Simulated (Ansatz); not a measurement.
Consider GaN in the rock salt structure (space group Fm-3m, No. 225; a = 4.2195 Å).

Level of theory: Ansatz (a first-principles code) PBEsol, no SOC.

One change was made to it. Results:

```tsv
quantity	base	after
volume per atom	9.39 Å³	9.33 Å³
band gap	0.54 eV	0.58 eV
smallest direct gap	2.80 eV	2.88 eV
```

Problem. Name the change that was made.
A. pressure 0.7 GPa
B. pressure 1.5 GPa
C. pressure −1 GPa
D. pressure 5 GPa
E. pressure 0.3 GPa

Solution. B, pressure 1.5 GPa. For comparison, the smallest direct gap in the other runs: pressure 5 GPa gives 3.07 eV; pressure 0.7 GPa gives 2.84 eV; pressure 0.3 GPa gives 2.82 eV; pressure −1 GPa gives 2.75 eV.

Load acts through the strain it causes; cell and atoms are relaxed under it. Whether these cells are dynamically stable was not tested. Competing high-pressure phases were not computed. This is not the structure that GaN has at room temperature and ambient pressure.
